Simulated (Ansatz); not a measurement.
Input and output of a self-consistent single point for CoAl (P4mm, 2 atoms in the cell) (Ansatz, a first-principles code).

Computed with PBEsol, PAW files made with PBE (plane waves; Ansatz).

```yaml
crystal:
  lattice:
    - [2.85142, 0.00000, 0.00000]
    - [0.00000, 2.85142, 0.00000]
    - [0.00000, 0.00000, 2.85142]
  atoms:
    - { symbol: Al, position: [0.50000, 0.50000, 0.51753] }
    - { symbol: Co, position: [0.00000, 0.00000, 0.00000] }
```

Reference input (self-consistent single point, DFT, PBEsol, plane waves, PAW files made with PBE): basis.ecutwfc = 420 eV; kpoints.mp_grid.grid = 12 12 12; hamiltonian.xc = pbesol; hamiltonian.pseudopotentials = {kind: paw} (the program's default PAW files); scf.occupations.method = gaussian; scf.occupations.width = 0.1 eV. This run's input differs from it in these lines:

Ansatz 0.2 input:
```diff
@@ -10,3 +10,3 @@
 basis:
-  ecutwfc: 420.0 eV
+  ecutwfc: 1010.0 eV
 kpoints:
```

Log, with long lists cut:

```
SCF iter   1: F=—  HF=-5618.995516 eV  |F-HF|=—  |Δ(HF+E_count)|=         —  Δρ=7.50e-2  dr2=1.13e0  ethr=3.10e-3  ⟨swp⟩=4.0  Hψ=12682  notcnv=0
all-band conjugate gradients solve this SCF's bands
preconditioner: auto → none
SCF iter   2: F=—  HF=-5618.979903 eV  |F-HF|=—  |Δ(HF+E_count)|=   1.56e-2  Δρ=7.92e-2  dr2=1.28e0  ethr=3.10e-3  ⟨swp⟩=1.2  Hψ=4352  notcnv=0
SCF iter   3: F=—  HF=-5618.770844 eV  |F-HF|=—  |Δ(HF+E_count)|=   2.09e-1  Δρ=1.62e-2  dr2=5.15e-2  ethr=3.10e-3  ⟨swp⟩=2.2  Hψ=3838  notcnv=0
SCF iter   4: F=—  HF=-5618.763267 eV  |F-HF|=—  |Δ(HF+E_count)|=   7.58e-3  Δρ=3.54e-3  dr2=2.55e-3  ethr=2.58e-4  ⟨swp⟩=2.0  Hψ=4623  notcnv=0  defer=10
SCF iter   5: F=—  HF=-5618.762624 eV  |F-HF|=—  |Δ(HF+E_count)|=   6.43e-4  Δρ=3.12e-4  dr2=7.70e-6  ethr=1.28e-5  ⟨swp⟩=2.3  Hψ=3451  notcnv=0  defer=10
SCF iter   6: F=—  HF=-5618.762625 eV  |F-HF|=—  |Δ(HF+E_count)|=   8.74e-7  Δρ=5.23e-5  dr2=3.14e-7  ethr=3.85e-8  ⟨swp⟩=2.3  Hψ=4341  notcnv=0  defer=10
SCF iter   7: F=-5618.762625 eV  HF=-5618.762625 eV  |F-HF|=2.24e-8  |Δ(HF+E_count)|=   1.55e-7  Δρ=1.08e-5  dr2=1.82e-8  ethr=5.00e-10  ⟨swp⟩=5.2  Hψ=11866  notcnv=0
SCF 1 converged in 7 iterations: F = -5618.762625 eV  dr2 = 1.82e-8
Free energy (F): -5618.762625 eV
Internal energy: -5618.758158 eV  (E = F + TS)
E sigma→0 (E₀):  -5618.760391 eV
Entropy (-TS):   -0.004467 eV (-2.233 meV/atom)
Fermi energy:    14.317596 eV
--- Forces (eV/Å), atoms counted from 1 ---
  atom   1  Al     0.00000000     0.00000000    -0.35139234
  atom   2  Co    -0.00000000     0.00000000     0.35139872
--- Stress (GPa, compression-positive) ---
       -5.319931       0.000000       0.000000
        0.000000      -5.319931       0.000000
        0.000000       0.000000      -5.448223
  P = ⅓ Tr σ = -5.3627 GPa (-53.627 kbar)
  The stress holds the Pulay correction. Without it, at fixed plane waves, as pw.x and ABINIT print it: P = -5.3660 GPa
```

The run converged in 7 iterations. Against the reference run the free energy goes down by 1.5 meV/atom, the pressure moves little (-5.35 to -5.36 GPa) and the largest force stays at 0.351 eV/Å.

The starting cell has typed, rounded lattice constants, without a prior relaxation at this level. Its lattice was rescaled by up to half a per cent. One atom was moved a little off its site on purpose. Spin polarisation is off. Ansatz's pressure includes its estimate of the finite-basis (Pulay) stress.
